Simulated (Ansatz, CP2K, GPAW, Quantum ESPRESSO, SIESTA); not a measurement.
## One structure in several programs: CdIn (P-6m2, 2 atoms in the cell)

Self-consistent single point.

```
CdIn
1.0
    3.21861     0.00000     0.00000
   -1.60931     2.78740     0.00000
    0.00000     0.00000     5.91615
Cd In
1 1
Direct
  0.00000   0.00000   0.50000
  0.66667   0.33333   0.00000
```

All programs got the same cell, k-point mesh and kind of occupations (in Ansatz's words: kpoints.mp_grid.grid = 8 8 4; scf.occupations.method = fermi_dirac; scf.occupations.width = 0.0073 Ry); potentials, basis and cutoffs are each program's usual ones.

```json
[
 {"code": "Ansatz", "model": "PBEsol, PAW files made with PBE", "pressure (GPa)": "-3.76", "k-points": "30", "cutoff": "30.9 Ry"},
 {"code": "GPAW", "model": "PBEsol, GPAW PAW datasets PBEsol (made by gpaw-setup)", "pressure (GPa)": "-4.24", "k-points": "30", "cutoff": "550 eV"},
 {"code": "CP2K", "model": "PBEsol, GPW, DZVP-MOLOPT-SR-GTH basis, GTH-PBE potentials (GTH_POTENTIALS)", "pressure (GPa)": "-3.33", "k-points": "132", "cutoff": "grid 500 Ry"},
 {"code": "SIESTA", "model": "GGA PBEsol, numerical atomic orbitals DZP, PseudoDojo PBEsol standard norm-conserving potentials (rewritten from UPF to PSML)", "pressure (GPa)": "-5.98", "k-points": "150", "cutoff": "grid 350 Ry"},
 {"code": "Quantum ESPRESSO", "model": "PBEsol, GBRV 1.5 ultrasoft (PBESOL) pseudopotentials", "pressure (GPa)": "-4.43", "k-points": "30", "cutoff": "40 Ry"}
]
```

The spread over the programs that give each value: pressure within 2.65 GPa.

The starting cell comes from a database of computed structures (which also holds hypothetical and non-ambient phases and stackings), without a prior relaxation at this level. Its lattice was rescaled by a random factor within 2.5 % of one. On Ansatz's run: In the base run, with a pressure of about -4 GPa the cell is away from its equilibrium volume at this level.

**Question.** Why do the programs differ, and what cannot be compared?

**Answer.** Differences of this kind can come from the potentials, where these differ, and from what each basis and cutoff leave unconverged. The valence holds different numbers of electrons (Ansatz (an electronic-structure program) 33, GPAW 25, CP2K 25, SIESTA 33, Quantum ESPRESSO 25). The zero of total energies and Fermi levels follows the potentials and each program's conventions, so they are not compared here. CP2K and SIESTA use small atom-centred bases, whose incompleteness enters pressures, forces and empty levels differently from a plane-wave cutoff. Ansatz's pressure is given at a fixed set of plane waves, as the other plane-wave codes print theirs. Ansatz's smearing width was typed in Ry to four decimals, so it matches the others to a few per cent. The programs reduce the same mesh by symmetry to different extents, which changes the work and not the result. In the pressure, SIESTA (by 1.74) lies more than 1 GPa from the median of the plane-wave programs.

Left out of this page: ABINIT (failed or unconverged); Elk and FLEUR (not drawn, or without a comparable value).

Keys are those of Ansatz 0.2.
